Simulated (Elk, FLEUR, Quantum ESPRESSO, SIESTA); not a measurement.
# CdSe (F-43m, 2 atoms in the cell) computed with different codes at matched settings

Self-consistent single point.

```
CELL_PARAMETERS angstrom
      0.00000     3.09545     3.09545
      3.09545     0.00000     3.09545
      3.09545     3.09545     0.00000
ATOMIC_POSITIONS crystal
  Cd 0.00000 0.00000 0.00000
  Se 0.75000 0.75000 0.75000
```

Shared settings, as Quantum ESPRESSO writes them: occupations = fixed; noncolin = true; lspinorb = true; K_POINTS = automatic 6 6 6 0 0 0. Potentials and cutoffs stand in the table.

```tsv
code	model	gap on the mesh (eV)	cutoff
SIESTA	GGA PBE with spin-orbit coupling, numerical atomic orbitals TZP, PseudoDojo PBE fully relativistic norm-conserving potentials (rewritten from UPF to PSML)	0.485	grid 300 Ry
FLEUR	PBE, all-electron FLAPW (FLEUR), scalar-relativistic valence with spin-orbit coupling in second variation	0.392	Kmax 4.2 1/bohr
Elk	PBE, spin-orbit coupling in second variation, all-electron FP-LAPW, Elk's shipped species files, LAPW+lo basis	0.347	rgkmax 7.5
Quantum ESPRESSO	PBE, spin-orbit coupling, PseudoDojo fully relativistic norm-conserving (PBE) pseudopotentials	0.378	105 Ry
```

Gaps are read on the mesh.

The spread over the programs that give each value: gap on the mesh within 0.138 eV.

SIESTA uses small atom-centred bases, whose incompleteness enters pressures, forces and empty levels differently from a plane-wave cutoff. FLEUR and Elk treat all electrons, but the usual bases taken here (sphere radii, linearisation, local orbitals, empty states) were not tested for convergence, so the values are no reference for the others.

The starting cell comes from a database of computed structures (which also holds hypothetical and non-ambient phases and stackings), without a prior relaxation at this level. Its lattice was rescaled by a random factor within 2.5 % of one.
